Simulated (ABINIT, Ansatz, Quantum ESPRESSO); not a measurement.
**LaMg6Sb (Amm2, 8 atoms in the cell) computed with different codes at matched settings**

Self-consistent single point.

```
CELL_PARAMETERS angstrom
      5.35640     0.00000     0.00000
      0.00000     3.20615     5.96034
      0.00000    -3.20615     5.96034
ATOMIC_POSITIONS crystal
  La 0.50000 0.17022 0.17022
  Mg 0.50000 0.66507 0.17051
  Mg 0.50000 0.17051 0.66507
  Mg 0.00000 0.82122 0.33246
  Mg 0.00000 0.33246 0.82122
  Mg 0.00000 0.33944 0.33944
  Mg 0.00000 0.83557 0.83557
  Sb 0.50000 0.66552 0.66552
```

Shared settings, as Ansatz (an electronic-structure program) writes them: kpoints.mp_grid.grid = 3 3 3; scf.occupations.method = fermi_dirac; scf.occupations.width = 0.05 eV. Potentials and cutoffs stand in the table.

```
code                                                             model  pressure (GPa)  largest force (eV/Å)  cutoff
----------------  ----------------------------------------------------  --------------  --------------------  ------
Ansatz                                 PBEsol, PAW files made with PBE           -1.15                 0.125  420 eV
Quantum ESPRESSO  PBEsol, SSSP 1.1.2 efficiency (PBE) pseudopotentials           -1.17                 0.126   50 Ry
ABINIT              PBEsol, PAW (JTH v2.0 PBE PAW, files made for PBE)           -1.16                 0.127   52 Ry
```

Size of the force on each atom (eV/Å): Sizes of forces hide their directions.

```json
[
 {"code": "Ansatz", "La1": "0.101", "Mg2": "0.048", "Mg3": "0.048", "Mg4": "0.125", "Mg5": "0.125", "Mg6": "0.069", "Mg7": "0.020", "Sb8": "0.000"},
 {"code": "Quantum ESPRESSO", "La1": "0.100", "Mg2": "0.049", "Mg3": "0.049", "Mg4": "0.126", "Mg5": "0.126", "Mg6": "0.071", "Mg7": "0.021", "Sb8": "0.000"},
 {"code": "ABINIT", "La1": "0.099", "Mg2": "0.049", "Mg3": "0.049", "Mg4": "0.127", "Mg5": "0.127", "Mg6": "0.071", "Mg7": "0.018", "Sb8": "0.000"}
]
```

On Ansatz's run: spin-orbit coupling is off.

The spread over the programs that give each value: pressure within 0.02 GPa; largest force within 0.002 eV/Å.

Ansatz's pressure is given at a fixed set of plane waves, as the other plane-wave codes print theirs.

The shared mesh is coarse (it stands for a supercell whose shortest vector is 16 Å), so the values are not converged in it.

The starting cell comes from a database of computed structures (which also holds hypothetical and non-ambient phases and stackings), without a prior relaxation at this level.

Left out of this page: CP2K (unsound by tests on forces, stress, charge or solver warnings); Elk (not drawn, or without a comparable value).

Keys are those of Ansatz 0.2.
